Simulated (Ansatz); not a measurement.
A self-consistent single point of LaPt (Cm, 4 atoms in the cell) with Ansatz (an electronic-structure program).

Level of theory: LDA (PW92), default PAW files made with PBE (plane waves; Ansatz).

```yaml
crystal:
  lattice:
    - [2.00247, -5.61083, 0.00000]
    - [2.00247, 5.61083, 0.00000]
    - [0.00000, 0.00000, 4.56904]
  atoms:
    - { symbol: La, position: [0.86438, 0.13562, 0.76094] }
    - { symbol: La, position: [0.13562, 0.86438, 0.25000] }
    - { symbol: Pt, position: [0.59120, 0.40880, 0.75000] }
    - { symbol: Pt, position: [0.40880, 0.59120, 0.25000] }
```

Reference input (self-consistent single point, DFT, LDA (PW92), plane waves, default PAW files made with PBE): basis.ecutwfc = 420 eV; kpoints.mp_grid.grid = 7 7 5; hamiltonian.xc = lda; hamiltonian.pseudopotentials = {kind: paw} (the program's default PAW files); scf.occupations.method = gaussian; scf.occupations.width = 0.1 eV. This run's input differs from it in these lines:

Ansatz 0.2 input:
```diff
@@ -13,3 +13,3 @@
 kpoints:
-  mp_grid: { grid: [7, 7, 5] }
+  mp_grid: { grid: [7, 7, 6] }
 hamiltonian:
@@ -18,3 +18,3 @@
 scf:
-  occupations: { method: gaussian, width: 0.1 }
+  occupations: { method: gaussian, width: 0.05 }
 output:
```

Output (repeated stretches shortened):

```
SCF iter   1: F=—  HF=-36646.560334 eV  |F-HF|=—  |Δ(HF+E_count)|=         —  Δρ=5.09e-3  dr2=1.80e-2  ethr=1.77e-3  ⟨swp⟩=7.5  Hψ=14468  notcnv=0
all-band conjugate gradients solve this SCF's bands
preconditioner: auto → Kerker (q_TF=auto, 2.481 Å⁻¹)
SCF iter   2: F=—  HF=-36646.557189 eV  |F-HF|=—  |Δ(HF+E_count)|=   3.15e-3  Δρ=2.49e-3  dr2=3.97e-3  ethr=3.11e-5  ⟨swp⟩=3.2  Hψ=6588  notcnv=0  defer=105
   [... lines left out ...]
SCF iter   4: F=—  HF=-36646.556551 eV  |F-HF|=—  |Δ(HF+E_count)|=   1.13e-4  Δρ=1.90e-4  dr2=7.09e-5  ethr=1.60e-6  ⟨swp⟩=2.7  Hψ=5147  notcnv=0  defer=104
SCF iter   5: F=—  HF=-36646.556546 eV  |F-HF|=—  |Δ(HF+E_count)|=   4.75e-6  Δρ=4.39e-5  dr2=4.72e-6  ethr=1.22e-7  ⟨swp⟩=2.4  Hψ=4599  notcnv=0  defer=104
SCF iter   6: F=—  HF=-36646.556545 eV  |F-HF|=—  |Δ(HF+E_count)|=   7.41e-7  Δρ=1.28e-5  dr2=2.02e-7  ethr=8.15e-9  ⟨swp⟩=2.3  Hψ=5189  notcnv=0  defer=104
SCF iter   7: F=-36646.556545 eV  HF=-36646.556545 eV  |F-HF|=3.46e-9  |Δ(HF+E_count)|=   9.75e-9  Δρ=2.86e-6  dr2=1.04e-8  ethr=1.72e-10  ⟨swp⟩=14.9  Hψ=15993  notcnv=0
SCF 1 converged in 7 iterations: F = -36646.556545 eV  dr2 = 1.04e-8
Free energy (F): -36646.556545 eV
Internal energy: -36646.553117 eV  (E = F + TS)
E sigma→0 (E₀):  -36646.554831 eV
Entropy (-TS):   -0.003428 eV (-0.857 meV/atom)
Fermi energy:    14.488768 eV
--- Forces (eV/Å), atoms counted from 1 ---
  atom   1  La     0.00000000    -0.16566397    -0.17677080
  atom   2  La     0.00000000     0.16852554     0.06645114
  atom   3  Pt     0.00000000     0.00798540     0.02601689
  atom   4  Pt     0.00000000    -0.01082717     0.08430395
--- Stress (GPa, compression-positive) ---
       -6.734623       0.000000      -0.000000
        0.000000      -6.738502       0.094504
       -0.000000       0.094504      -7.123521
  P = ⅓ Tr σ = -6.8655 GPa (-68.655 kbar)
  The stress holds the Pulay correction. Without it, at fixed plane waves, as pw.x and ABINIT print it: P = -6.8805 GPa
```

The run converged in 7 iterations. Against the reference run the free energy rises by 1.1 meV/atom, the pressure stays near -6.87 GPa while the yy stress (positive for compression) goes from -7.27 to -6.74 GPa and the largest force goes from 0.252 to 0.242 eV/Å.

The starting cell comes from a database of computed structures (which also holds hypothetical and non-ambient phases and stackings), without a prior relaxation at this level. Its lattice was rescaled by up to half a per cent. One atom was moved a little off its site on purpose. Spin polarisation is off. With a pressure of about -7 GPa the cell is away from its equilibrium volume at this level. Ansatz's pressure includes its estimate of the finite-basis (Pulay) stress.
